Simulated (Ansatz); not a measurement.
This Ansatz (a program for electronic structure) input is the reference run, Al₂O₃ in the corundum structure (space group R-3c, No. 167), computed with Kohn–Sham DFT with the PBE functional, run in Ansatz with PAW and 420 eV plane waves, no SOC, earlier PAW set:

Ansatz 0.2 input:
```yaml
crystal:
  lattice:
    - [2.4039891941, 1.3879438083, 4.3738676417]
    - [-2.4039891941, 1.3879438083, 4.3738676417]
    - [0, -2.7758876167, 4.3738676417]
  atoms:
    - { symbol: Al, position: [0.3521265198, 0.3521265198, 0.3521265198] }
    - { symbol: Al, position: [0.1478734802, 0.1478734802, 0.1478734802] }
    - { symbol: Al, position: [0.6478734802, 0.6478734802, 0.6478734802] }
    - { symbol: Al, position: [0.8521265198, 0.8521265198, 0.8521265198] }
    - { symbol: O, position: [0.5561569229, 0.9438430771, 0.25] }
    - { symbol: O, position: [0.25, 0.5561569229, 0.9438430771] }
    - { symbol: O, position: [0.9438430771, 0.25, 0.5561569229] }
    - { symbol: O, position: [0.4438430771, 0.0561569229, 0.75] }
    - { symbol: O, position: [0.75, 0.4438430771, 0.0561569229] }
    - { symbol: O, position: [0.0561569229, 0.75, 0.4438430771] }
basis: { ecutwfc: 420, ecutrho_ratio: 4, xc_grid: 2, fft_grid_basis: typed }
kpoints: { mp_grid: { grid: [8, 8, 8] } }
hamiltonian:
  xc: pbe
  dispersion: none
  pseudopotentials: { azcp: { folder: ./paw }, kind: paw }
scf: { occupations: { method: fermi_dirac, width: 0.05 }, convergence: { dr2_threshold: 0.000000001 } }
output: { forces: true, stress: true }
checkpoint: { write: state.ck, write_every: 1000 }
```

**Question.** Write the input for this change: biaxial strain −3.68 %, plane normal [001], relaxed out of plane (Cartesian); in-plane vectors clamped, the third vector and the atoms free.

**Answer.** 
Ansatz 0.2 input:
```yaml
crystal:
  lattice:
    - [4.6310447835, 0, 0]
    - [2.3155223917, 4.0106024286, 0]
    - [2.3155223917, -1.3368674762, 4.4543468063]
  atoms:
    - { symbol: Al, position: [0.2957469604, 0.3521265198, 0.0563795594] }
    - { symbol: Al, position: [0.7042530396, 0.1478734802, 0.4436204406] }
    - { symbol: Al, position: [0.7042530396, 0.6478734802, 0.9436204406] }
    - { symbol: Al, position: [0.2957469604, 0.8521265198, 0.5563795594] }
    - { symbol: O, position: [0.8061569229, 0.9438430771, 0.75] }
    - { symbol: O, position: [0.5, 0.5561569229, 0.75] }
    - { symbol: O, position: [0.1938430771, 0.25, 0.75] }
    - { symbol: O, position: [0.1938430771, 0.0561569229, 0.25] }
    - { symbol: O, position: [0.5, 0.4438430771, 0.25] }
    - { symbol: O, position: [0.8061569229, 0.75, 0.25] }
basis: { ecutwfc: 420, ecutrho_ratio: 4, xc_grid: 2, fft_grid_basis: typed }
kpoints: { mp_grid: { grid: [8, 8, 8] } }
hamiltonian:
  xc: pbe
  dispersion: none
  pseudopotentials: { azcp: { folder: ./paw }, kind: paw }
scf: { occupations: { method: fermi_dirac, width: 0.05 } }
relax: { f_tol: 0.005, max_steps: 50, cell: { stress_tol: 0.01, fix: [a, b, gamma] } }
output: { forces: true, stress: true }
checkpoint: { write: state.ck, write_every: 1000 }
```
This is the input that was run; other choices of cell and start would serve too.

No phonon test of stability was made.
